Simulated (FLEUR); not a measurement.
Input and output of a self-consistent single point for BeS (F-43m, 2 atoms in the cell) (FLEUR).

Level of theory: PBE, all-electron FLAPW (FLEUR), scalar-relativistic valence.

The change in words: lattice scaled by 0.98. Reference geometry:
```yaml
crystal:
  lattice:
    - [0.00000, 2.39594, 2.39594]
    - [2.39594, 0.00000, 2.39594]
    - [2.39594, 2.39594, 0.00000]
  atoms:
    - { symbol: Be, position: [0.00000, 0.00000, 0.00000] }
    - { symbol: S, position: [0.75000, 0.75000, 0.75000] }
```

Reference input (self-consistent single point, DFT, PBE, all-electron FLAPW (FLEUR), scalar-relativistic valence): Kmax = 4 1/bohr; GmaxXC = 20 1/bohr; xcFunctional = pbe; jspins = 1; l_soc = F; mode = hist; fermiSmearingEnergy = 0.0001 Htr; mesh (inpgen div1-3) = 8 8 8; inpgen gamma flag = true; Gmax = 20 1/bohr; numbands = 0; maxIterBroyd = 99. This run's input differs from it in these lines:

```diff
@@ -3,5 +3,5 @@
 &input film=f /
--0.0000000000 4.5276779699 4.5276779699
-4.5276779699 0.0000000000 4.5276779699
-4.5276779699 4.5276779699 0.0000000000
+-0.0000000000 4.4371241838 4.4371241838
+4.4371241838 0.0000000000 4.4371241838
+4.4371241838 4.4371241838 -0.0000000000
 1.0
@@ -43,5 +43,5 @@
          <bravaisMatrix>
-            <row-1>    0.0000000000000000     4.5276779699000000     4.5276779699000000</row-1>
-            <row-2>    4.5276779699000000     0.0000000000000000     4.5276779699000000</row-2>
-            <row-3>    4.5276779699000000     4.5276779699000000     0.0000000000000000</row-3>
+            <row-1>    0.0000000000000000     4.4371241838000000     4.4371241838000000</row-1>
+            <row-2>    4.4371241838000000     0.0000000000000000     4.4371241838000000</row-2>
+            <row-3>    4.4371241838000000     4.4371241838000000     0.0000000000000000</row-3>
          </bravaisMatrix>
```

Log, with long lists cut:

```
 Iteration:     1   Distance:       9.70273428 me/bohr^3
 Iteration:     2   Distance:       9.12333477 me/bohr^3
 Iteration:     3   Distance:       2.07246268 me/bohr^3
 Iteration:     4   Distance:       1.03094419 me/bohr^3
 Iteration:     5   Distance:       0.51216108 me/bohr^3
   [... 4 lines left out ...]
 Iteration:    10   Distance:       0.00150757 me/bohr^3
 Iteration:    11   Distance:       0.00063956 me/bohr^3
 Iteration:    12   Distance:       0.00018368 me/bohr^3
 Iteration:    13   Distance:       0.00000548 me/bohr^3
 Run finished successfully
 Stop message:
   Structural relaxation: Done

[file out, last iteration]
             iter=     14
[...]
          total density-effective poten   -6.4439749762E+02
          total charge density-energy d   -2.8633246294E+01
 Updated energy parameters for spin:           1
[...]
 fermi energy and band-weighting factors:
    0.474996

[...]
FERMIE:
          first approx. to ef    (T=0)  :   0.227397 htr   (energy of the highest occ. eigenvalue)
          number of occ. states  (T=0)  :        145
          first approx. to seigv (T=0)  :  -6.605490 htr
          sum of weights of occ. states :   5.000000
          sum of semicore charge        :   0.000000 e
FERHIS:  Fermi-Energy by histogram:
          bandgap                     :   0.105629 htr
   [... lines left out ...]
          charge neutrality (T=0)     :   0.000000    (zero if the highest occ. eigenvalue is "entirely" occupied)
 Direct bandgap for spin            1 :   0.20568297544165090       Htr
 ---->    free energy=                      -414.0390654550 htr
   [... lines left out ...]
      extrapolation for T->0
 ---->    total electron energy=            -414.0390654550 htr
 ***** TOTAL FORCES ON ATOMS *****
 TOTAL FORCE FOR ATOM TYPE=  1  X=  0.000   Y=  0.000   Z=  0.000
                       FX_TOT= 0.000000 FY_TOT= 0.000000 FZ_TOT= 0.000000
 TOTAL FORCE FOR ATOM TYPE=  2  X= -2.219   Y= -2.219   Z= -2.219
                       FX_TOT= 0.000000 FY_TOT= 0.000000 FZ_TOT= 0.000000
 Structural relaxation: Done
```

The run converged in 13 iterations. FLEUR gives forces in its relaxation mode, with a further iteration, so its stop message speaks of a relaxation. Against the reference run the free energy goes up by 52.2 meV/atom and the gap on the mesh goes from 3.028 to 2.874 eV.

The starting cell comes from a database of computed structures (which also holds hypothetical and non-ambient phases and stackings), without a prior relaxation at this level. Its lattice was rescaled by a random factor within 2.5 % of one. For this run, on top of that: lattice scaled by 0.98. Values depend on the basis (sphere radii, cutoffs, local orbitals), which need not be converged.
